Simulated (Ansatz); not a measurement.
Adsorption energy and surface dipole of H on the 1x1 (110) surface of zinc-blende GaAs (cut with top plane As + Ga), one in a 2x1 cell, started at the site 'top As', worked from the runs' numbers; total energies count from the potentials' own zero.

Host crystal: zinc-blende GaAs, with a band gap (PBE, scalar-relativistic without spin-orbit coupling).

These are PBE (plane waves to 420 eV, PAW; Ansatz, an electronic-structure program) values and carry that method's errors.

Set-up: 21 atoms, 8.6 Å thick at the start under the adsorbate (thin: gaps and levels are the slab's own); mesh 3x4x1; 0.01 eV smearing; dipole correction on; 8 atoms held, the rest relaxed; start symmetry kept, larger cells not searched; spin-polarised, ending with about 0.6 μB a cell, a value that depends on the mesh; orders that need a larger cell were not tried, no spin-orbit, no U, no dispersion correction. The slab shows no gap over 0.04 eV on its mesh. It is one chosen start, not shown to be the lowest state of the adsorbate.

```csv
quantity,value
slab with the adsorbate,-86410.335 eV
"clean slab, same cell and mesh",-86395.240 eV
"reference, ½ H2(g)",-15.872 eV
area of the cell,46.69 Å²
change of the step from the bottom to the top vacuum level,-0.566 eV
```

### Question
What is the adsorption energy against this reference?

### Answer
E(slab + adsorbate) − E(slab) − E(reference) = 0.78 eV, so in this state the adsorbate is less stable than in the reference, at a coverage of 2.14 a nm².

### Question
What dipole does adsorption add to the slab along the outward normal (Helmholtz relation, ε₀ = 0.005526 e/(V·Å))?

### Answer
p = −ε₀·A·ΔV = 0.146 e·Å = 0.70 D; its positive end points to the vacuum, which lowers the vacuum level.
